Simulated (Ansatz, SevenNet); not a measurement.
# Fluorite AuAl2: properties by level of theory

```
level (code)         lattice parameter a (Å)  bulk modulus (GPa)
-------------------  -----------------------  ------------------
SevenNet-l3i5                          6.063                 102
RPBE (Ansatz)                          6.100                98.9
rVV10 (Ansatz)                         6.100                97.4
r²SCAN+SOC (Ansatz)                    5.995                 121
r²SCAN-D4 (Ansatz)                     5.992                 121
```

Ansatz's density-functional and Hartree–Fock values are scalar-relativistic unless marked +SOC, with PAW data made under PBE.

Static lattice: no zero-point or thermal effects.

Ansatz is a quantum-chemistry and plane-wave program.
